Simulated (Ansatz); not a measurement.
Start from FeNi3 in the Cu3Au type structure (space group Pm-3m, No. 221; a = 3.514 Å; ferromagnetic).

Calculations: r2SCAN in Ansatz (plane waves to 500 eV, PAW, no spin-orbit coupling).

For the base:

| Item | Value |
|---|---|
| Lattice parameter a | 3.514 Å |
| Magnetic state | ferromagnetic |

One thing is altered: hydrostatic tension (pressure −1 GPa).

### Question
Predict the new lattice parameter a and magnetic state.

### Answer
The lattice parameter a grows by 0.006 Å (3.514 Å → 3.520 Å); the magnetic state is still ferromagnetic.

Other magnetic orders, which the real material may have, were not ruled out. Load acts through the strain it causes; cell and atoms are relaxed under it. Whether these cells are dynamically stable was not tested.

Ansatz is a quantum-chemistry and plane-wave program.
